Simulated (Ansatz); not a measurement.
**CsH, element substitutions**

Consider CsH in the CsCl type structure (space group Pm-3m, No. 221; a = 3.813 Å; a model cell, its experimental status unchecked).

Each row replaces one element on all its sites; cell and atoms are relaxed.

Calculations: r2SCAN, PAW, 500 eV (Ansatz, an electronic-structure program; no SOC).

Q: Only one of these keeps a band gap. Which?
A. H → Rb
B. Cs → La
C. Cs → Li
D. H → K

A: C, Cs → Li. Computed: Cs → Li: 1.12 eV; H → K: zero; H → Rb: zero; Cs → La: zero

No phonon test of stability was made. As relaxed here, LiH, CsK, CsRb and LaH are hypothetical phases, not in the database extracts checked. The final runs are not spin-polarised.
